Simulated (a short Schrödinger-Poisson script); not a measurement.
Solved with a short Schrödinger-Poisson script written for these runs: 1D Poisson equation in equilibrium, electrons quantum, Hartree (BenDaniel-Duke, 12 states a valley, the channel's in-plane mass for all, wave functions ending at the dielectric), parabolic valleys, classical holes, full ionisation, no traps, pinning or gate leakage.

System: symmetric double-gate stack, SiO2 on p-type Si(100), at 77 K.

From the gate side: 1 nm SiO2; 20 nm Si, acceptors 2e17 cm⁻³; 1 nm SiO2.

Constants are typed, rounded textbook-type inputs, not results; the design itself was drawn at random and stands for no fabricated device. SiO2: permittivity 3.9, conduction-band edge (eV) 3.15, gap (eV) 9, electron mass (mₑ) 0.5. Si: permittivity 11.7, conduction-band edge (eV) 0, gap (eV) 1.124, Nv at 300 K (cm⁻³) 3.1e19.

Channel valleys (confinement mass, in-plane density-of-states mass, number): Δ2 0.916, 0.19, 2; Δ4 0.19, 0.417, 4. At the gates, both at one voltage, the conduction-band edge of layer 1 lies 3.22 eV − eVg above the Fermi level of the channel. Gaps are held at their typed values at every temperature. Mesh 0.03 nm at interfaces.

Question: Give the lowest subband against the Fermi level at Vg = 0.75 V (meV); the capacitance of both gates at Vg = 0.75 V (μF/cm²); the sheet density of all electrons at Vg = 0.75 V (cm⁻²).

Answer: lowest subband against the Fermi level at Vg = 0.75 V (meV): -49.4; capacitance of both gates at Vg = 0.75 V (μF/cm²): 4.90; sheet density of all electrons at Vg = 0.75 V (cm⁻²): 1.84e13.
